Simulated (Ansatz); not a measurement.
**Response to strain in InAgTe2**

Take InAgTe2 in the chalcopyrite structure (space group I-42d, No. 122; a = 6.5687 Å, c = 12.9994 Å) as the base. Axes: x, y, z lie along a, b, c of the conventional cell.

Strains are applied to the cell and any free atomic positions relax; under biaxial strain the out-of-plane vector relaxes too.

Calculations: PBE (Ansatz, a quantum-chemistry and plane-wave program; PAW; 420 eV plane waves; without spin-orbit coupling).

Notes on the quantities. energy relative to the base: free energy F; pressure: mean of the normal stresses, compression positive.

| case | energy relative to the base | pressure | shortest interatomic distance |
|---|---|---|---|
| base | 0 meV/atom | 0.0 GPa | 2.813 Å |
| biaxial strain +0.75 %, plane normal [001], relaxed out of plane | +0.5 meV/atom | -0.2 GPa | 2.821 Å |
| biaxial strain +1.50 %, plane normal [001], relaxed out of plane | +1.8 meV/atom | -0.4 GPa | 2.828 Å |
| biaxial strain +2.25 %, plane normal [001], relaxed out of plane | +4.0 meV/atom | -0.5 GPa | 2.835 Å |
| biaxial strain +3.00 %, plane normal [001], relaxed out of plane | +6.9 meV/atom | -0.7 GPa | 2.843 Å |

Whether these cells are dynamically stable was not tested. All final runs are without spin polarisation.
